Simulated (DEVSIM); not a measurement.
System: p-channel Si fully depleted SOI MOSFET with SiON, at 300 K.

```
Quantity                                                      Value
-----------------------  ------------------------------------------
Gate length                                                   25 nm
Source drain length                                           20 nm
Dielectric thickness                                           1 nm
Lateral straggle                                             1.6 nm
Underlap                                                       0 nm
Body thickness                                               5.9 nm
Buried oxide                                                  25 nm
Gate work function                                          4.91 eV
Source and drain doping  5.2e19 cm⁻³, Gaussian tails under the gate
Body doping                                               7e16 cm⁻³
Lifetime                                                     1e-8 s
Supply                                                        0.6 V
Back work function                                          4.45 eV
Back or body bias                                            -0.5 V
```

All mobilities are scaled by 1; velocity saturation, μ/(1 + (μE/vsat)^b)^(1/b) with b = 2 for electrons and 1 for holes and E the electric field along each mesh edge, is on. Mobility is constant in doping.

The device is made up for the run: typed textbook-type constants, with dimensions and the other settings drawn at random. Values at 300 K.

Si: gap (eV) 1.124, affinity (eV) 4.05, permittivity 11.7, Nc (cm⁻³) 2.86e19, Nv (cm⁻³) 3.1e19, μn (cm²/Vs) 1417, μp (cm²/Vs) 470, vsat,n (cm/s) 1e7, vsat,p (cm/s) 8.4e6. SiON: gap (eV) 7, affinity (eV) 1.4, permittivity 5.5. SiO2: gap (eV) 9, affinity (eV) 0.9, permittivity 3.9.

Model (solved in DEVSIM): 2D drift-diffusion, Boltzmann statistics, complete ionisation; no quantum confinement, tunnelling, impact ionisation, self-heating, contact resistance or fringe fields beside the gate. Metal contacts follow the ideal Schottky-Mott rule: no Fermi-level pinning, no interface dipoles.

Transfer curves, |Id| in μA/μm:

```csv
Vg (V),Vd = -0.05 V,Vd = -0.6 V
0.18,0.007108,0.06513
0.15,0.01535,0.1397
0.12,0.03304,0.2968
0.09,0.07078,0.6121
0.06,0.1507,1.231
0.03,0.3185,2.425
0,0.6657,4.662
-0.03,1.370,8.671
-0.06,2.753,15.45
-0.09,5.334,25.95
-0.12,9.809,40.65
-0.15,17.11,60.27
-0.18,28.14,85.60
-0.21,43.62,117.3
-0.24,63.84,155.7
-0.27,88.34,200.5
-0.3,117.0,249.9
-0.33,149.0,304.7
-0.36,183.8,364.5
-0.39,220.7,428.6
-0.42,258.7,495.8
-0.45,297.4,565.9
-0.48,336.1,638.3
-0.51,374.5,713.0
-0.54,412.1,789.5
-0.57,448.5,867.9
-0.6,483.4,947.5
```

Q: Work out the subthreshold swing at low drain bias from the rows at 0.18 and 0.15 V, and compare it with the thermal limit.

A: log10(0.01535/0.007108) = 0.334 over 30.0 mV, so S = 89.7 mV/decade. The limit kT/q ln 10 is 59.5 mV/decade; the ratio is 1.51. This is the steepest step of the table.

Q: Find both thresholds at the constant current 0.1 μA × (1 μm/L) a micrometre, and the DIBL.

A: The current is 4.00 μA/μm. Interpolating ln Id gives -0.077 V and 0.007 V; their difference over the 0.55 V of drain bias is 150 mV/V.

Q: Give the natural length λ = √(ε_body t_body t_ox / (ε_ox)) and the gate length in units of it.

A: λ = 3.54 nm and L/λ = 7.1. The formula is that for thin layers, and L is the gate's length, not the shorter one between the doping tails.

Source and drain are degenerate, where Boltzmann statistics are only rough. The electric field that drives the saturation includes the junctions' built-in field, which lowers the mobility there even at small currents: subthreshold currents come out too low, a known weakness of this choice.
